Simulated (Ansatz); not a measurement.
## metastable anatase TiO2: the defect W on the Ti site (W_Ti)

Calculation: PBE, PAW (plane waves to 420 eV; Ansatz, an electronic-structure program). A supercell of 108 sites (3×3×1 repeats of a cell of 12 atoms) was used; the energies come from a 2×2×2 shifted sampling of its zone. Site at the start: the Ti site. Energies of charged states are corrected for periodic images (point charge plus alignment at distant sites). Dielectric constants: PBE linear response of the host. Host gap at this level: 2.13 eV. These values are not converged in cell size to better than tenths of an eV. PBE underestimates the host's gap, which shifts levels and can delocalise carriers. Spin–orbit coupling is left out, which matters for these heavy elements, and no Hubbard U is applied to the open shells. Each state is the lowest found from its start.

Charges with a result: +2, +1, 0, −1. Others weren't obtained, and one of them could lie lower, also by skipping a charge.

```csv
charge,moment (μB),largest move off a lattice site (Å),image correction with alignment (eV),above the lowest spin state (eV)
+2,not spin-polarised,0.10,0.27,0.00
+1†,0.9,0.10,0.16,0.00
0*,0.0,0.10,–,0.00
0*,not spin-polarised,0.10,–,0.00
−1†,0.9,0.10,-0.21,0.00
−1†,0.9,0.10,-0.21,0.00
```

* At this level the carrier isn't localised at the defect: at charge 0 electrons occupy the conduction band. Such a state is shallow or no state of the defect, and this cell gives it no level.

† Not settled in this cell, so no level is given: charge +1: carriers not clearly localised, level within 0.1 eV of a band edge or past it; charge −1: carriers not clearly localised, level within 0.1 eV of a band edge or past it.

Starting moments that weren't kept: charge 0 began with 2 μB and ended with 0.0; charge −1 began with 3 μB and ended with 0.9.

Flagged in the runs: a host whose relaxation on this sampling wasn't shown to rest, a strain field that reaches the edge of the cell.

All states together cost about 14 core-hours (a rough figure).
